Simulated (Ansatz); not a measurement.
**Re, response to strain**

Base system: Re in the hcp (Mg type) structure (space group P6_3/mmc, No. 194; a = 2.7519 Å, c = 4.4401 Å; relaxed with 0.1 eV smearing). Axes: x lies along a and z along c of the hexagonal cell.

Strains are applied to the cell and any free atomic positions relax.

All numbers come from Ansatz (an electronic-structure program) PBEsol, no SOC.

Notes on the quantities. energy relative to the base: free energy F; pressure: mean of the normal stresses, compression positive.

```tsv
variant	energy relative to the base	shortest interatomic distance	pressure
base	0 meV/atom	2.730 Å	0.0 GPa
tensor shear ε_xz = +0.57 %	+1.0 meV/atom	2.717 Å	0.0 GPa
tensor shear ε_xz = +1.71 %	+9.2 meV/atom	2.692 Å	0.3 GPa
tensor shear ε_xz = +1.43 %	+6.4 meV/atom	2.699 Å	0.2 GPa
tensor shear ε_xz = +2.00 %	+13 meV/atom	2.686 Å	0.5 GPa
tensor shear ε_xz = +1.14 %	___	___	0.1 GPa
tensor shear ε_xz = +0.29 %	+0.3 meV/atom	2.724 Å	0.0 GPa
tensor shear ε_xz = +0.86 %	+2.3 meV/atom	2.711 Å	0.1 GPa
```

### Question
Some entries are withheld; estimate them.

### Answer

- tensor shear ε_xz = +1.14 %, energy relative to the base: +4.1 meV/atom
- tensor shear ε_xz = +1.14 %, shortest interatomic distance: 2.705 Å

Stability against distortions was not tested. The final runs are not spin-polarised.
